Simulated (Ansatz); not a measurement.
**Sn under a change: x(Ge) = 0.625, 8 atoms, Pm**

Take Sn in the diamond structure (space group Fd-3m, No. 227; a = 6.6554 Å) as the base.

The other end (x = 1) is Ge in the diamond structure (space group Fd-3m, No. 227): 23.91 Å³/atom, gap zero.

Modification: a fraction x = 0.625 of the Sn sites is given to Ge, ordered in a cell of 8 atoms (starting symmetry Pm) and fully relaxed.

Calculations: DFT with PBE, PAW potentials and a 420 eV plane-wave cutoff in Ansatz (a program for electronic structure), no spin-orbit coupling. Settings: 8×11×6 k-points, 0.05 eV Fermi–Dirac smearing, for the changed cell.

| quantity | base | changed | shift |
|---|---|---|---|
| density | 5.35 g/cm³ | 5.26 g/cm³ | -0.09 g/cm³ |
| shortest interatomic distance | 5.446 bohr | 4.730 bohr | -0.716 bohr |
| band gap | zero | zero | – |
| mixing energy (to 0.01 eV only: unlike meshes or grids) | – | +0.05 eV/atom | – |

Final structure:

```
CELL_PARAMETERS angstrom
      6.10584     0.00000     0.00000
      0.00000     4.29145     0.00000
     -0.01808     0.00000     8.66654
ATOMIC_POSITIONS crystal
  Ge 0.76511 0.50000 0.98835
  Ge 0.23171 0.00000 0.22995
  Sn 0.72984 0.50000 0.51235
  Ge 0.26496 0.00000 0.77008
  Ge 0.99458 0.00000 0.99170
  Sn 0.49225 0.50000 0.23050
  Sn 0.02721 0.00000 0.50598
  Ge 0.49434 0.50000 0.77109
```

These are small ordered cells, not random alloys; other orderings at the same x differ. No phonon test of stability was made. The final runs are not spin-polarised. A zero or small gap of Ge can be the functional's error rather than a property of the material.
